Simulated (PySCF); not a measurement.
PySCF 2.14.0, unrestricted TPSSH/def2-svp, df: Sr(F)2 anion ([F][Sr][F]), charge -1, multiplicity 2, 3 atoms. The geometry is a generated start, not checked to be a minimum at this level.

```
Item                                                Result
-------------------------  -------------------------------
task                                                energy
method                                               tpssh
basis                                             def2-svp
two-electron scheme                        density fitting
mol.max_memory                                     3000 MB
mf.max_cycle                                           100
mf.conv_tol                                1e-09 (default)
mf.grids.level                                 3 (default)
effective core potentials  those of the basis set, past Kr
basis functions                                         51
grid points                                          50440
```

```xyz
3

Sr     0.8624     0.0633    -0.1233
F     -0.6594     1.1184    -0.9412
F     -0.2030    -1.1817     1.0645
```

Charge -1 and multiplicity 2 are set for this test and not shown to be the ground state.

With the defaults (mf.DIIS = CDIIS, mf.diis = true, mf.level_shift = 0, mf.damp = 0, mf.diis_start_cycle = 1, mf.diis_space = 8, mf.init_guess = minao) it converges in 14 Fock builds. One run each on 2 threads, 1 BLAS thread, with these changes:
- mf.level_shift = 0.1 Hartree
- mf.level_shift = 0.3 Hartree
- mf.damp = 0.7, mf.diis_start_cycle = 8
- mf.level_shift = 1 Hartree
- mf.init_guess = atom
- mf.diis_space = 20
- mf.DIIS = EDIIS
- mf.diis_space = 3
- mf.diis = false

Problem. Which of these changes keep the SCF from converging, or lead it to another solution?

Solution. No convergence: mf.DIIS = EDIIS; mf.diis = false (the run ends without SCF convergence in 100 cycles). The rest reach the solution of the defaults.

| setting | Fock builds | end |
|---|---|---|
| mf.init_guess = atom | 13 | same solution |
| the defaults | 14 | same solution |
| mf.diis_space = 20 | 14 | same solution |
| mf.damp = 0.7, mf.diis_start_cycle = 8 | 16 | same solution |
| mf.diis_space = 3 | 16 | same solution |
| mf.level_shift = 0.1 Hartree | 21 | same solution |
| mf.level_shift = 0.3 Hartree | 38 | same solution |
| mf.level_shift = 1 Hartree | 98 | same solution |
| mf.DIIS = EDIIS | 101 | no convergence |
| mf.diis = false | 101 | no convergence |
